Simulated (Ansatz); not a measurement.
```
Na2Te
1.0
    0.00000     3.62343     3.62343
    3.62343     0.00000     3.62343
    3.62343     3.62343     0.00000
Na Te
2 1
Cartesian
  1.81171   1.81171   1.81171
  5.43514   5.43514   5.43514
  0.00000   0.00000   0.00000
```

These are PBEsol with spin-orbit coupling, rigid bands (plane waves, PAW; Ansatz, an electronic-structure program) values and carry that method's errors. Condition of this run: spin-orbit coupling switched on. Cell: cell and atoms relaxed with PBEsol.

Task: What conductivity effective mass do dilute holes have at 300 K?

Result: 1.74 mₑ.

Task: Predict the electron conductivity mass (n e² τ/σ) at 300 K, by direction if it differs.

Result: 0.22 mₑ.

Task: And the band gap?

Result: 1.78 eV at this level; semilocal functionals usually fall short of the measured gap.

Rigid bands, one relaxation time for all states, no polarons.

Formula and space group known from diffraction (Crystallography Open Database), not checked to be the room-temperature form: Na2Te (Fm-3m).
